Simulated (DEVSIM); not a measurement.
**abrupt GaAs p-n junction**

Structure: abrupt GaAs p-n junction, at 300 K.

| layer (left to right) | material | thickness (μm) | Nd (cm⁻³) | Na (cm⁻³) | τn (s) | τp (s) |
|---|---|---|---|---|---|---|
| 1 | GaAs | 0.470 | - | 4.5e15 | 5.5e-8 | 5.5e-8 |
| 2 | GaAs | 0.910 | 2.3e16 | - | 5.5e-8 | 5.5e-8 |

Left contact: ohmic. Right contact: ohmic. Voltage is applied to the left contact. Recombination: SRH at mid-gap. Mobility is constant in doping.

The device is made up for the run: typed textbook-type constants, with dimensions and the other settings drawn at random. Values at 300 K.

| parameter | GaAs |
|---|---|
| gap (eV) | 1.424 |
| affinity (eV) | 4.07 |
| permittivity | 12.9 |
| Nc (cm⁻³) | 4.7e17 |
| Nv (cm⁻³) | 9e18 |
| μn (cm²/Vs) | 8500 |
| μp (cm²/Vs) | 400 |

DEVSIM, 1D drift-diffusion, Boltzmann statistics, complete ionisation; no tunnelling, impact ionisation, image-force lowering or self-heating.

```
Quantity                                            Value
---------------------------------------------  ----------
Potential step across the device at zero bias     1.149 V
Largest field in the device at zero bias       35000 V/cm
Dark forward voltage at 1 A/cm²                   0.879 V
Dark forward voltage at 100 A/cm²                 1.007 V
```

Dark reverse current:

```
V (V)   J (A/cm²)
------  ---------
-0.40    -4.4e-11
-1.00    -8.1e-11
-2.00    -1.2e-10
-3.00    -1.4e-10
-4.00    -1.6e-10
-6.00    -2.0e-10
-8.00    -2.2e-10
-10.00   -2.5e-10
-13.00   -2.8e-10
-16.00   -3.1e-10
-20.00   -3.4e-10
```

Dark forward current:

(V (V), J (A/cm²)): (0.05, 1.9e-11); (0.10, 6.6e-11); (0.15, 1.9e-10); (0.20, 5.5e-10); (0.25, 1.6e-9); (0.30, 4.7e-9); (0.35, 1.5e-8); (0.40, 5.8e-8); (0.45, 2.5e-7); (0.50, 1.3e-6); (0.55, 7.0e-6); (0.60, 4.1e-5); (0.65, 0.00025); (0.70, 0.0015); (0.75, 0.0092); (0.80, 0.057); (0.85, 0.35); (0.90, 2.1); (0.95, 13); (1.00, 78); (1.05, 430); (1.10, 1900); (1.15, 5700)
